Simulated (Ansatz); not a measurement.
Here is the system:

```xyz
10
Lattice="5.0191 0.0000 0.0000 2.5096 4.3467 0.0000 2.5096 -1.4489 4.6728" Properties=species:S:1:pos:R:3 pbc="T T T"
Li     5.0191     0.0000     3.9702
Li     5.0191     2.8978     1.6338
Nb     5.0191     2.8978     4.6417
Nb     2.5096     1.4489     2.3053
O      5.9860     1.3320     0.8696
O      3.3822     0.1713     0.8696
O      3.1797     2.8434     0.8696
O      6.5618     2.7809     3.2060
O      4.1465     1.6202     3.2060
O      6.8586    -0.0544     3.2060
```

No spin polarisation.

All numbers come from Ansatz (a program for electronic structure), PBEsol, PAW, cutoff 420 eV, spin-orbit coupling left out. Γ-centred 8×8×8 mesh, Fermi–Dirac width 0.05 eV.

Question: Predict the in-plane stress and space group.

Answer: The mean in-plane stress (compression positive) comes out as +5.3 GPa and the space group is R3c (No. 161).

The cells carry an imposed strain or load. Whether these cells are dynamically stable was not tested. The cell was made from LiNbO3 (space group R3c, No. 161) by this change: biaxial strain −2.25 %, plane normal [001], relaxed out of plane.
